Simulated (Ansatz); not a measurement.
**Ge well of 13 atomic layers along [001] in random Si0.3Ge0.7, interfaces one step of a layer**

Prepared with Tersoff's 1989 multicomponent potential (SiCGe.tersoff) (LAMMPS): minimisation. Geometry as solved with PBE, support functions at accuracy medium on the grid of 370 eV run with Ansatz (a first-principles code).

```xyz
720
Lattice="17.02 0.00 0.00 0.00 17.02 0.00 0.00 0.00 57.15" Properties=species:S:1:pos:R:3 pbc="T T T"
Si    -0.03     0.02    -0.02
Ge     1.39     1.44     1.38
Si     2.85     2.86     0.04
Si     4.25     4.26     1.38
Ge     2.82    -0.03     2.80
Ge     4.23     1.45     4.23
Si     0.03     2.85     2.83
Si     1.43     4.21     4.21
Ge    -0.03    -0.03     5.65
Ge     1.43     1.43     7.03
Si     2.80     2.86     5.61
Ge     4.24     4.21     7.05
Ge     2.86     0.02     8.51
Si     4.28     1.41     9.92
Ge    -0.02     2.80     8.49
Ge     1.45     4.23     9.89
Ge    -0.05    -0.03    11.32
Ge     1.43     1.43    12.69
Si     2.87     2.79    11.27
Ge     4.24     4.17    12.74
Ge     2.85    -0.04    14.13
Si     4.25     1.40    15.53
Ge    -0.03     2.87    14.12
Ge     1.38     4.29    15.60
Ge     0.02    -0.03    16.95
Ge     1.42     1.40    18.42
Ge     2.85     2.81    16.96
Ge     4.25     4.24    18.43
Ge     2.83    -0.01    19.89
Ge     4.26     1.41    21.34
Ge     0.00     2.83    19.86
Ge     1.41     4.25    21.33
Ge    -0.01     0.00    22.79
Ge     1.41     1.42    24.25
Ge     2.83     2.83    22.79
Ge     4.25     4.26    24.24
Ge     2.84     0.00    25.70
Ge     4.26     1.42    27.16
Ge     0.00     2.84    25.70
Ge     1.42     4.26    27.16
Ge     0.00     0.00    28.61
Ge     1.41     1.42    30.07
Ge     2.84     2.84    28.61
Ge     4.26     4.25    30.07
Ge     2.83     0.00    31.53
Ge     4.25     1.42    32.98
Ge    -0.01     2.83    31.53
Ge     1.42     4.25    32.98
Ge    -0.02     0.00    34.46
Ge     1.42     1.43    35.90
Ge     2.83     2.84    34.43
Ge     4.24     4.26    35.89
Ge     2.83    -0.01    37.34
Ge     4.22     1.45    38.79
Ge    -0.02     2.82    37.38
Si     1.38     4.26    38.78
Si    -0.05     0.04    40.16
Ge     1.38     1.46    41.55
Si     2.77     2.88    40.14
Ge     4.21     4.23    41.56
Ge     2.82     0.00    42.98
Ge     4.25     1.42    44.42
Si     0.02     2.86    43.01
Si     1.38     4.22    44.42
Ge    -0.01     0.00    45.86
Si     1.39     1.43    47.25
Ge     2.81     2.86    45.86
Si     4.28     4.23    47.25
Ge     2.81     0.04    48.64
Ge     4.24     1.49    50.05
Ge    -0.01     2.84    48.68
Si     1.42     4.23    50.11
Ge    -0.02     0.01    51.46
Ge     1.41     1.46    52.88
Si     2.80     2.87    51.46
Ge     4.21     4.25    52.87
Ge     2.81     0.00    54.32
Ge     4.22     1.44    55.78
Ge    -0.06     2.85    54.36
Ge     1.43     4.25    55.78
Ge    -0.05     5.70    -0.02
Ge     1.38     7.12     1.44
Ge     2.79     8.55    -0.02
Ge     4.27     9.96     1.38
Ge     2.85     5.64     2.83
Si     4.26     7.07     4.22
Si     0.01     8.54     2.85
Si     1.40     9.89     4.22
Ge     0.02     5.62     5.60
Ge     1.44     7.04     7.06
Ge     2.83     8.50     5.60
Ge     4.22     9.96     7.07
Si     2.84     5.64     8.46
Ge     4.23     7.05     9.86
Ge     0.00     8.50     8.48
Ge     1.43     9.99     9.86
Ge    -0.05     5.66    11.29
Ge     1.39     7.10    12.71
Ge     2.83     8.53    11.28
Ge     4.26     9.96    12.70
Ge     2.82     5.67    14.14
Ge     4.26     7.11    15.56
Ge    -0.03     8.53    14.16
Ge     1.41     9.96    15.57
Si    -0.04     5.68    17.01
Ge     1.37     7.06    18.42
Ge     2.81     8.51    17.01
Ge     4.26     9.94    18.42
Ge     2.82     5.66    19.87
Ge     4.25     7.09    21.32
Ge    -0.02     8.52    19.86
Ge     1.41     9.93    21.32
Ge     0.00     5.67    22.79
Ge     1.42     7.09    24.24
Ge     2.83     8.51    22.78
Ge     4.25     9.93    24.23
Ge     2.84     5.68    25.70
Ge     4.26     7.09    27.16
Ge     0.00     8.51    25.70
Ge     1.42     9.93    27.16
Ge     0.00     5.67    28.62
Ge     1.42     7.09    30.07
Ge     2.84     8.51    28.62
Ge     4.25     9.93    30.08
Ge     2.84     5.67    31.52
Ge     4.25     7.09    32.98
Ge     0.00     8.51    31.53
Ge     1.41     9.93    33.00
Ge     0.00     5.67    34.43
Ge     1.39     7.09    35.89
Ge     2.83     8.50    34.44
Ge     4.26     9.93    35.87
Ge     2.79     5.64    37.34
Ge     4.22     7.11    38.75
Ge    -0.04     8.48    37.37
Ge     1.41     9.91    38.79
Si     0.00     5.68    40.12
Ge     1.41     7.08    41.53
Si     2.84     8.51    40.17
Ge     4.25     9.88    41.59
Ge     2.79     5.65    43.03
Ge     4.29     7.07    44.44
Ge    -0.03     8.54    42.95
Ge     1.42     9.95    44.40
Ge    -0.02     5.61    45.84
Ge     1.42     7.06    47.27
Ge     2.85     8.53    45.87
Si     4.26     9.93    47.27
Ge     2.85     5.60    48.68
Ge     4.26     7.13    50.05
Ge    -0.01     8.49    48.73
Si     1.41     9.93    50.10
Ge    -0.03     5.63    51.50
Ge     1.36     7.12    52.94
Ge     2.80     8.53    51.50
Ge     4.23     9.95    52.94
Ge     2.82     5.68    54.33
Ge     4.27     7.08    55.77
Si    -0.03     8.53    54.36
Si     1.36     9.92    55.71
Ge    -0.01    11.36    -0.04
Ge     1.43    12.81     1.39
Si     2.88    14.19    -0.01
Si     4.22    15.59     1.38
Ge     2.80    11.33     2.85
Ge     4.22    12.78     4.28
Si    -0.01    14.19     2.79
Ge     1.40    15.53     4.24
Ge     0.06    11.35     5.65
Si     1.45    12.76     7.07
Si     2.80    14.15     5.70
Ge     4.24    15.54     7.08
Si     2.84    11.42     8.48
Si     4.22    12.81     9.88
Ge    -0.01    14.14     8.46
Ge     1.43    15.58     9.91
Ge    -0.02    11.41    11.29
Ge     1.42    12.86    12.72
Si     2.88    14.20    11.29
Si     4.25    15.60    12.66
Ge     2.84    11.40    14.15
Si     4.25    12.80    15.54
Si    -0.02    14.22    14.16
Si     1.39    15.58    15.52
Ge    -0.06    11.39    16.95
Ge     1.40    12.77    18.41
Ge     2.82    14.19    16.93
Ge     4.23    15.60    18.41
Ge     2.83    11.36    19.86
Ge     4.25    12.77    21.32
Ge     0.00    14.19    19.88
Ge     1.41    15.60    21.34
Ge    -0.01    11.34    22.78
Ge     1.42    12.76    24.24
Ge     2.84    14.18    22.79
Ge     4.26    15.60    24.25
Ge     2.84    11.34    25.70
Ge     4.25    12.76    27.16
Ge     0.00    14.18    25.70
Ge     1.42    15.60    27.16
Ge     0.00    11.35    28.62
Ge     1.42    12.76    30.08
Ge     2.84    14.18    28.61
Ge     4.25    15.60    30.07
Ge     2.83    11.34    31.54
Ge     4.26    12.77    32.99
Ge     0.00    14.18    31.53
Ge     1.40    15.61    32.99
Ge    -0.02    11.34    34.46
Ge     1.40    12.77    35.89
Ge     2.83    14.18    34.44
Ge     4.26    15.60    35.88
Ge     2.82    11.33    37.33
Ge     4.24    12.76    38.77
Ge    -0.06    14.16    37.35
Ge     1.36    15.62    38.79
Ge    -0.05    11.37    40.20
Si     1.38    12.76    41.59
Ge     2.79    14.17    40.21
Ge     4.29    15.56    41.63
Ge     2.84    11.40    42.98
Si     4.29    12.78    44.37
Ge    -0.04    14.14    43.00
Ge     1.40    15.59    44.41
Ge    -0.05    11.37    45.80
Ge     1.43    12.76    47.22
Ge     2.88    14.16    45.79
Ge     4.26    15.61    47.24
Ge     2.84    11.32    48.70
Si     4.19    12.77    50.12
Ge    -0.02    14.20    48.63
Ge     1.44    15.58    50.09
Ge     0.03    11.32    51.54
Si     1.40    12.80    52.93
Si     2.80    14.13    51.51
Ge     4.23    15.54    52.91
Ge     2.79    11.40    54.37
Si     4.26    12.77    55.77
Si     0.00    14.15    54.33
Ge     1.38    15.57    55.76
Ge     5.67     0.01     0.05
Si     7.09     1.43     1.43
Ge     8.51     2.85     0.06
Si     9.93     4.26     1.46
Ge     8.52     0.05     2.83
Si     9.96     1.42     4.24
Ge     5.69     2.88     2.79
Si     7.12     4.28     4.18
Ge     5.65    -0.01     5.66
Ge     7.08     1.42     7.10
Ge     8.50     2.84     5.59
Ge     9.92     4.27     7.04
Si     8.48    -0.02     8.48
Ge     9.90     1.36     9.88
Si     5.62     2.79     8.49
Ge     7.04     4.23     9.85
Si     5.63    -0.02    11.30
Ge     7.02     1.38    12.73
Ge     8.47     2.81    11.29
Ge     9.93     4.22    12.72
Ge     8.51    -0.04    14.13
Ge     9.96     1.37    15.58
Si     5.63     2.77    14.16
Ge     7.05     4.20    15.54
Ge     5.65     0.02    16.98
Ge     7.09     1.42    18.44
Ge     8.52     2.82    16.99
Ge     9.94     4.26    18.43
Ge     8.52    -0.01    19.87
Ge     9.93     1.41    21.32
Ge     5.67     2.84    19.89
Ge     7.10     4.26    21.34
Ge     5.68     0.00    22.79
Ge     7.10     1.42    24.25
Ge     8.52     2.83    22.78
Ge     9.93     4.26    24.24
Ge     8.51     0.00    25.70
Ge     9.93     1.42    27.16
Ge     5.67     2.84    25.70
Ge     7.09     4.25    27.16
Ge     5.67     0.00    28.62
Ge     7.10     1.42    30.08
Ge     8.51     2.84    28.62
Ge     9.93     4.26    30.08
Ge     8.52     0.00    31.54
Ge     9.94     1.42    32.99
Ge     5.68     2.84    31.53
Ge     7.09     4.25    32.99
Ge     5.67     0.00    34.43
Ge     7.09     1.41    35.88
Ge     8.52     2.84    34.44
Ge     9.97     4.22    35.91
Ge     8.54     0.01    37.32
Ge     9.97     1.43    38.78
Ge     5.67     2.83    37.33
Ge     7.12     4.22    38.78
Ge     5.71     0.03    40.22
Si     7.17     1.42    41.60
Si     8.51     2.79    40.19
Ge     9.90     4.21    41.59
Si     8.55     0.03    42.99
Si     9.92     1.34    44.45
Ge     5.70     2.81    42.97
Ge     7.07     4.27    44.45
Ge     5.72     0.02    45.85
Si     7.09     1.43    47.27
Ge     8.50     2.78    45.83
Ge     9.93     4.24    47.24
Ge     8.55     0.03    48.65
Si     9.95     1.42    50.08
Si     5.67     2.83    48.60
Ge     7.07     4.23    50.03
Ge     5.65     0.01    51.49
Ge     7.10     1.42    52.92
Ge     8.54     2.83    51.46
Ge     9.98     4.29    52.88
Ge     8.51    -0.01    54.35
Ge     9.95     1.44    55.76
Ge     5.66     2.86    54.33
Ge     7.07     4.29    55.78
Si     5.64     5.66     0.04
Ge     7.12     7.04     1.40
Si     8.49     8.49    -0.04
Ge     9.90     9.89     1.36
Si     8.53     5.63     2.82
Ge     9.93     7.08     4.21
Ge     5.68     8.49     2.84
Si     7.08     9.91     4.25
Ge     5.70     5.68     5.61
Si     7.09     7.10     7.02
Ge     8.50     8.53     5.66
Si     9.96     9.95     7.01
Ge     8.47     5.70     8.44
Ge     9.93     7.12     9.87
Ge     5.67     8.48     8.44
Ge     7.11     9.93     9.86
Ge     5.65     5.64    11.32
Ge     7.10     7.09    12.72
Ge     8.53     8.55    11.32
Ge     9.97    10.01    12.73
Ge     8.51     5.65    14.15
Ge     9.95     7.11    15.57
Ge     5.69     8.54    14.14
Ge     7.13     9.99    15.54
Ge     5.67     5.66    17.00
Ge     7.10     7.10    18.43
Ge     8.52     8.54    17.00
Ge     9.97     9.97    18.40
Ge     8.52     5.68    19.88
Ge     9.94     7.10    21.33
Ge     5.67     8.52    19.88
Ge     7.10     9.93    21.33
Ge     5.67     5.68    22.78
Ge     7.09     7.09    24.24
Ge     8.51     8.51    22.79
Ge     9.93     9.93    24.25
Ge     8.51     5.67    25.70
Ge     9.93     7.09    27.16
Ge     5.67     8.51    25.70
Ge     7.09     9.93    27.16
Ge     5.68     5.67    28.61
Ge     7.09     7.09    30.07
Ge     8.51     8.51    28.61
Ge     9.93     9.92    30.07
Ge     8.51     5.68    31.54
Ge     9.94     7.09    33.00
Ge     5.67     8.51    31.53
Ge     7.10     9.92    32.99
Ge     5.66     5.67    34.43
Ge     7.10     7.08    35.88
Ge     8.52     8.51    34.45
Ge     9.93     9.96    35.91
Ge     8.53     5.66    37.33
Ge     9.92     7.12    38.77
Ge     5.69     8.52    37.32
Ge     7.16     9.95    38.75
Ge     5.67     5.68    40.17
Ge     7.09     7.15    41.58
Si     8.52     8.53    40.17
Ge     9.96     9.92    41.54
Ge     8.51     5.69    43.01
Ge     9.98     7.13    44.38
Si     5.66     8.49    43.00
Ge     7.06     9.92    44.37
Si     5.65     5.64    45.88
Ge     7.06     7.10    47.25
Ge     8.50     8.52    45.81
Ge     9.97     9.94    47.21
Ge     8.54     5.70    48.69
Si     9.97     7.07    50.12
Si     5.64     8.54    48.62
Ge     7.07     9.91    50.04
Ge     5.68     5.68    51.48
Ge     7.11     7.10    52.92
Ge     8.55     8.51    51.48
Si     9.92     9.91    52.92
Ge     8.55     5.69    54.36
Si     9.92     7.12    55.76
Ge     5.70     8.55    54.37
Si     7.10     9.93    55.79
Si     5.67    11.35    -0.05
Ge     7.06    12.73     1.38
Ge     8.53    14.15    -0.04
Ge     9.93    15.60     1.41
Ge     8.48    11.30     2.84
Ge     9.96    12.72     4.26
Ge     5.62    14.20     2.78
Ge     7.08    15.61     4.21
Ge     5.70    11.34     5.65
Ge     7.09    12.79     7.12
Ge     8.51    14.19     5.65
Ge     9.93    15.66     7.06
Ge     8.60    11.36     8.48
Si     9.95    12.78     9.94
Si     5.64    14.16     8.51
Ge     7.07    15.59     9.89
Ge     5.67    11.39    11.25
Ge     7.14    12.78    12.71
Si     8.53    14.17    11.27
Ge     9.95    15.52    12.72
Si     8.56    11.40    14.15
Si     9.98    12.73    15.54
Ge     5.63    14.19    14.10
Ge     7.08    15.58    15.57
Ge     5.65    11.40    16.96
Ge     7.11    12.77    18.42
Ge     8.57    14.15    16.96
Ge     9.96    15.62    18.40
Ge     8.52    11.35    19.87
Ge     9.93    12.77    21.33
Ge     5.67    14.19    19.86
Ge     7.09    15.60    21.33
Ge     5.68    11.35    22.77
Ge     7.09    12.76    24.24
Ge     8.51    14.18    22.79
Ge     9.93    15.60    24.24
Ge     8.51    11.35    25.70
Ge     9.93    12.76    27.16
Ge     5.67    14.18    25.70
Ge     7.09    15.60    27.16
Ge     5.67    11.35    28.62
Ge     7.09    12.76    30.07
Ge     8.51    14.18    28.62
Ge     9.93    15.60    30.07
Ge     8.52    11.34    31.53
Ge     9.94    12.77    32.98
Ge     5.67    14.18    31.53
Ge     7.09    15.59    32.98
Ge     5.69    11.35    34.44
Ge     7.13    12.74    35.91
Ge     8.51    14.17    34.44
Ge     9.95    15.59    35.88
Si     8.54    11.36    37.33
Ge     9.96    12.72    38.76
Ge     5.68    14.18    37.33
Ge     7.11    15.61    38.76
Ge     5.71    11.36    40.20
Si     7.07    12.79    41.62
Ge     8.51    14.16    40.21
Ge     9.98    15.62    41.60
Ge     8.51    11.38    42.97
Ge     9.98    12.78    44.42
Si     5.70    14.15    43.02
Ge     7.13    15.62    44.36
Ge     5.62    11.35    45.81
Ge     7.07    12.79    47.23
Ge     8.55    14.24    45.85
Si     9.98    15.64    47.25
Ge     8.51    11.36    48.64
Ge     9.95    12.80    50.05
Ge     5.62    14.16    48.72
Ge     7.10    15.62    50.08
Ge     5.64    11.37    51.48
Ge     7.07    12.76    52.96
Ge     8.52    14.19    51.53
Ge     9.98    15.59    52.96
Ge     8.54    11.31    54.37
Si     9.95    12.77    55.71
Si     5.62    14.14    54.36
Ge     7.04    15.57    55.73
Ge    11.41     0.02     0.04
Si    12.81     1.44     1.42
Si    14.21     2.79     0.02
Ge    15.60     4.21     1.42
Si    14.17     0.05     2.79
Ge    15.59     1.45     4.20
Ge    11.37     2.84     2.84
Si    12.79     4.24     4.26
Si    11.32     0.04     5.62
Ge    12.78     1.42     7.00
Si    14.16     2.85     5.60
Ge    15.57     4.23     7.03
Ge    14.23     0.00     8.46
Si    15.60     1.40     9.91
Ge    11.34     2.82     8.47
Ge    12.78     4.26     9.88
Ge    11.37    -0.01    11.33
Si    12.79     1.40    12.71
Ge    14.21     2.81    11.32
Si    15.57     4.27    12.73
Ge    14.16    -0.03    14.10
Ge    15.58     1.42    15.56
Ge    11.40     2.79    14.13
Ge    12.83     4.24    15.55
Si    11.36    -0.02    16.98
Ge    12.77     1.41    18.37
Si    14.20     2.83    16.98
Ge    15.59     4.24    18.39
Ge    14.18     0.00    19.85
Ge    15.60     1.42    21.32
Ge    11.36     2.82    19.86
Ge    12.77     4.26    21.31
Ge    11.35    -0.01    22.78
Ge    12.77     1.42    24.23
Ge    14.18     2.84    22.77
Ge    15.60     4.25    24.24
Ge    14.18     0.00    25.70
Ge    15.60     1.42    27.16
Ge    11.35     2.84    25.69
Ge    12.76     4.25    27.16
Ge    11.35     0.00    28.62
Ge    12.77     1.42    30.08
Ge    14.18     2.84    28.62
Ge    15.60     4.26    30.08
Ge    14.19     0.00    31.54
Ge    15.59     1.42    33.00
Ge    11.35     2.84    31.54
Ge    12.77     4.26    33.00
Ge    11.37     0.01    34.45
Ge    12.77     1.41    35.95
Ge    14.18     2.84    34.47
Ge    15.61     4.27    35.91
Si    14.17     0.01    37.37
Si    15.59     1.36    38.74
Si    11.36     2.83    37.34
Ge    12.77     4.23    38.73
Si    11.39    -0.04    40.14
Ge    12.77     1.35    41.58
Ge    14.22     2.79    40.15
Ge    15.67     4.25    41.56
Si    14.19    -0.01    43.01
Ge    15.60     1.43    44.38
Ge    11.31     2.75    43.03
Ge    12.77     4.23    44.40
Si    11.34     0.00    45.84
Si    12.74     1.39    47.21
Ge    14.18     2.83    45.88
Si    15.58     4.26    47.30
Ge    14.19     0.01    48.60
Si    15.59     1.41    50.05
Ge    11.38     2.80    48.67
Ge    12.80     4.29    50.08
Ge    11.37     0.04    51.50
Si    12.80     1.41    52.91
Ge    14.22     2.82    51.52
Si    15.57     4.27    52.95
Ge    14.18     0.02    54.35
Si    15.58     1.41    55.78
Ge    11.41     2.84    54.30
Ge    12.84     4.27    55.76
Ge    11.32     5.69     0.03
Si    12.77     7.07     1.42
Ge    14.19     8.44     0.00
Ge    15.59     9.92     1.45
Ge    14.15     5.66     2.83
Ge    15.61     7.12     4.21
Ge    11.39     8.52     2.80
Si    12.76     9.97     4.22
Ge    11.40     5.68     5.65
Si    12.77     7.13     7.05
Ge    14.15     8.54     5.64
Ge    15.58     9.97     7.09
Ge    14.19     5.74     8.45
Si    15.61     7.10     9.88
Ge    11.35     8.55     8.42
Ge    12.76    10.00     9.89
Ge    11.35     5.68    11.31
Ge    12.81     7.08    12.76
Ge    14.20     8.52    11.29
Ge    15.56     9.99    12.75
Si    14.22     5.65    14.13
Ge    15.56     7.08    15.59
Ge    11.41     8.57    14.18
Si    12.81     9.99    15.60
Ge    11.38     5.67    16.99
Ge    12.79     7.14    18.41
Si    14.15     8.54    16.96
Ge    15.56     9.91    18.39
Ge    14.19     5.68    19.86
Ge    15.60     7.09    21.33
Ge    11.36     8.53    19.87
Ge    12.76     9.93    21.34
Ge    11.35     5.67    22.78
Ge    12.76     7.09    24.24
Ge    14.18     8.51    22.79
Ge    15.60     9.93    24.24
Ge    14.18     5.67    25.70
Ge    15.60     7.09    27.16
Ge    11.35     8.51    25.70
Ge    12.77     9.93    27.16
Ge    11.34     5.67    28.61
Ge    12.76     7.09    30.07
Ge    14.18     8.51    28.62
Ge    15.60     9.93    30.08
Ge    14.18     5.68    31.53
Ge    15.60     7.10    32.99
Ge    11.35     8.51    31.53
Ge    12.76     9.94    32.99
Ge    11.36     5.67    34.46
Ge    12.77     7.12    35.91
Ge    14.18     8.53    34.45
Ge    15.57     9.95    35.94
Ge    14.21     5.72    37.37
Si    15.59     7.11    38.82
Ge    11.39     8.57    37.37
Si    12.83     9.96    38.78
Ge    11.35     5.67    40.18
Ge    12.78     7.16    41.57
Si    14.22     8.56    40.16
Si    15.54     9.96    41.59
Ge    14.19     5.67    42.96
Ge    15.60     7.08    44.40
Si    11.36     8.55    42.98
Ge    12.76     9.97    44.38
Ge    11.37     5.67    45.83
Ge    12.81     7.05    47.29
Ge    14.17     8.51    45.82
Ge    15.59     9.92    47.26
Si    14.25     5.66    48.68
Si    15.59     7.05    50.09
Ge    11.35     8.47    48.69
Ge    12.77     9.90    50.13
Si    11.39     5.72    51.48
Si    12.77     7.03    52.92
Ge    14.23     8.45    51.55
Si    15.64     9.90    52.94
Si    14.21     5.69    54.30
Si    15.59     7.10    55.67
Ge    11.34     8.47    54.29
Ge    12.78     9.90    55.73
Ge    11.34    11.37    -0.04
Ge    12.84    12.75     1.40
Si    14.25    14.16    -0.03
Ge    15.60    15.63     1.40
Si    14.17    11.32     2.85
Ge    15.62    12.76     4.19
Ge    11.38    14.18     2.82
Ge    12.77    15.68     4.23
Si    11.37    11.29     5.64
Ge    12.77    12.72     7.05
Ge    14.20    14.22     5.66
Si    15.62    15.59     7.07
Si    14.20    11.39     8.50
Si    15.58    12.77     9.87
Ge    11.33    14.17     8.50
Ge    12.80    15.58     9.91
Si    11.37    11.43    11.33
Si    12.76    12.74    12.77
Ge    14.21    14.14    11.37
Si    15.61    15.57    12.76
Si    14.15    11.39    14.17
Si    15.59    12.79    15.49
Si    11.34    14.10    14.14
Ge    12.71    15.57    15.54
Si    11.36    11.35    16.93
Ge    12.74    12.73    18.38
Ge    14.19    14.15    16.94
Ge    15.60    15.58    18.41
Ge    14.16    11.33    19.86
Ge    15.59    12.76    21.31
Ge    11.36    14.18    19.86
Ge    12.77    15.60    21.31
Ge    11.34    11.35    22.79
Ge    12.77    12.77    24.24
Ge    14.19    14.18    22.78
Ge    15.60    15.60    24.24
Ge    14.18    11.35    25.70
Ge    15.60    12.77    27.16
Ge    11.35    14.19    25.70
Ge    12.76    15.61    27.16
Ge    11.35    11.35    28.62
Ge    12.77    12.77    30.07
Ge    14.18    14.19    28.61
Ge    15.60    15.60    30.07
Ge    14.18    11.35    31.53
Ge    15.60    12.77    32.99
Ge    11.35    14.19    31.53
Ge    12.77    15.60    32.99
Ge    11.36    11.36    34.45
Ge    12.80    12.74    35.93
Ge    14.18    14.18    34.45
Ge    15.55    15.63    35.93
Si    14.18    11.35    37.38
Si    15.56    12.74    38.74
Ge    11.38    14.21    37.35
Si    12.77    15.65    38.74
Si    11.40    11.31    40.15
Ge    12.75    12.76    41.59
Ge    14.16    14.20    40.11
Ge    15.59    15.64    41.57
Si    14.20    11.37    42.99
Si    15.53    12.77    44.40
Si    11.38    14.20    43.01
Ge    12.78    15.61    44.43
Si    11.37    11.37    45.81
Ge    12.75    12.81    47.22
Si    14.21    14.19    45.82
Si    15.58    15.58    47.21
Ge    14.15    11.35    48.68
Ge    15.61    12.75    50.10
Si    11.33    14.23    48.62
Ge    12.75    15.60    50.04
Ge    11.32    11.33    51.53
Ge    12.75    12.77    52.96
Ge    14.17    14.19    51.51
Ge    15.63    15.59    52.94
Ge    14.25    11.34    54.33
Si    15.63    12.79    55.72
Si    11.35    14.16    54.37
Ge    12.79    15.54    55.76
```
